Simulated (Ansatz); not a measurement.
Convergence series on Ba₂NiMoO₆ (Fm-3m, 20 atoms in the cell)

```
CELL_PARAMETERS angstrom
      2.89364     1.67064     9.45058
     -2.89364     1.67064     9.45058
      0.00000    -3.34129     9.45058
ATOMIC_POSITIONS crystal
  Ba 0.12499 0.12499 0.12499
  Ba 0.87501 0.87501 0.87501
  Ba 0.62499 0.62499 0.62499
  Ba 0.37501 0.37501 0.37501
  Ni 0.00000 0.00000 0.00000
  Ni 0.50000 0.50000 0.50000
  Mo 0.75000 0.75000 0.75000
  Mo 0.25000 0.25000 0.25000
  O  0.63024 0.63024 0.10924
  O  0.36976 0.36976 0.89076
  O  0.10924 0.63024 0.63024
  O  0.89076 0.36976 0.36976
  O  0.63024 0.10924 0.63024
  O  0.36976 0.89076 0.36976
  O  0.13024 0.13024 0.60924
  O  0.86975 0.86975 0.39076
  O  0.60924 0.13024 0.13024
  O  0.39076 0.86975 0.86975
  O  0.13024 0.60924 0.13024
  O  0.86975 0.39076 0.86975
```
Moments meant for the start (each program seeds them in its own way; μB, in the order of the atoms Ba Ba Ba Ba Ni Ni Mo Mo O O O O O O O O O O O O): 0.0 0.0 0.0 0.0 2.0 2.0 0.0 0.0 0.0 0.0 0.0 0.0 0.0 0.0 0.0 0.0 0.0 0.0 0.0 0.0.

Method: LDA (PW92), default PAW files made with PBE (plane waves; Ansatz, an electronic-structure program).

The starting cell comes from a database of computed structures (which also holds hypothetical and non-ambient phases and stackings), without a prior relaxation at this level. The magnetic order is the one reached from the typed start; others were not searched systematically. The program warned that, by what it read of turns of the moments, another magnetic order lies lower. In the base run, with a pressure of about -15 GPa the cell is away from its equilibrium volume at this level. Ansatz's pressure includes its estimate of the finite-basis (Pulay) stress.

Held fixed: kpoints.mp_grid.grid = 3 3 3; hamiltonian.xc = lda; hamiltonian.pseudopotentials = {kind: paw} (the program's default PAW files); magnetization.spin_polarized = true; scf.occupations.method = gaussian; scf.occupations.width = 0.05 eV.

ΔF is the free energy per atom less that of the last row (16).

| basis.ecutrho_ratio | ΔF (meV/atom) | pressure (GPa) | largest force (eV/Å) | gap on the mesh (eV) | size of the net moment (μB/atom) |
|---|---|---|---|---|---|
| 2 | -3.2 | -14.39 | 0.424 | 0.473 | 0.20 |
| 3 | 0.07 | -14.88 | 0.427 | 0.470 | 0.20 |
| 4 | 0.00 | -14.87 | 0.427 | 0.470 | 0.20 |
| 5 | 0.00 | -14.87 | 0.427 | 0.470 | 0.20 |
| 6 | 0.00 | -14.87 | 0.427 | 0.470 | 0.20 |
| 8 | 0.00 | -14.87 | 0.427 | 0.470 | 0.20 |
| 10 | 0.00 | -14.87 | 0.427 | 0.470 | 0.20 |
| 12 | 0.00 | -14.87 | 0.427 | 0.470 | 0.20 |
| 16 | 0.00 | -14.87 | 0.427 | 0.470 | 0.20 |

Size of the net moment within 0.01 μB/atom of the last row: from basis.ecutrho_ratio = 2 on, the coarsest one. The value it settles on is 0.20 μB/atom at this level of theory and with the other settings as held.

Pressure within 0.1 GPa of the last row: from basis.ecutrho_ratio = 3 on; the one before it is off by 0.48 GPa. The value it settles on is -14.87 GPa at this level of theory and with the other settings as held.

Gaps are taken between levels on the mesh.

Keys are those of Ansatz 0.2.
